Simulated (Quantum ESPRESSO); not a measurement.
Pressure against volume in diamond-structure Si (space group 227) (Quantum ESPRESSO, PBEsol)

```xyz
2
Lattice="0.0000 2.6367 2.6367 2.6367 0.0000 2.6367 2.6367 2.6367 0.0000" Properties=species:S:1:pos:R:3 pbc="T T T"
Si     2.6367     2.6367     2.6367
Si     3.9550     3.9550     3.9550
```

Level of theory: PBEsol, GBRV 1.5 ultrasoft (PBESOL) pseudopotentials (plane waves; Quantum ESPRESSO 7.5). Settings: ecutwfc = 52 Ry; ecutrho = 260 Ry; occupations = smearing; smearing = fd; degauss = 0.000734986 Ry; potentials = {Si: si_pbesol_v1.uspp.F.UPF}; K_POINTS = automatic 11 11 11 0 0 0; conv_thr = 1e-10 Ry; mixing_beta = 0.3. The cell above is the first row's. The rows scale it uniformly. In all rows fractional positions and the k mesh are held.

| V (Å^3/atom) | P (GPa) |
|---|---|
| 18.330 | 10.07 |
| 18.728 | 7.30 |
| 19.127 | 4.81 |
| 19.525 | 2.56 |
| 19.924 | 0.53 |
| 20.322 | -1.29 |
| 20.721 | -2.94 |
| 21.119 | -4.42 |
| 21.518 | ? |

Q: Fit P against V with a cubic, and predict the withheld value at V = 21.518.

A: With u = V - 19.7, the rows have u = -1.3700, -0.9720, -0.5730, -0.1750, 0.2240, 0.6220, 1.0210, 1.4190. Least squares gives P = 1.643 - 5.1146·u + 0.6754·u² - 0.0583·u³. Residuals (row less fit): 0.002, -0.006, 0.004, 0.001, -0.001, 0.001, -0.003, 0.001; standard error 0.004 (degrees of freedom: 4). The fitted pressure is zero at V0 = 20.04, where dP/dV = -4.681, so B0 = -V0·dP/dV = 93.8 GPa. At the withheld row, u = 1.8180, so P = 1.643 - 5.1146 × 1.8180 + 0.6754 × 1.8180² - 0.0583 × 1.8180³ = -5.773 GPa. The calculation gives -5.74 GPa, 0.033 GPa above the prediction (0.2 % of the range of P in the table). The row lies outside the fitted rows, so this is an extrapolation. From the scatter of the fitted rows alone, a prediction at this place has a standard error of 0.011 GPa, so the miss is 3.0 times that.

Carrying the step between the two nearest rows on in a straight line would have given -5.90, off by 0.16; series whose last step already gives the withheld value aren't shown. The scan was laid around a cell of about the measured size, scaled by a guess for this functional. The runs keep the symmetry of the cell, so they don't test it for distortions. Cutoffs and mesh are single choices, not tested for convergence of this quantity. Series with a scatter that would blur these digits, or in which a gap closes, are not shown.
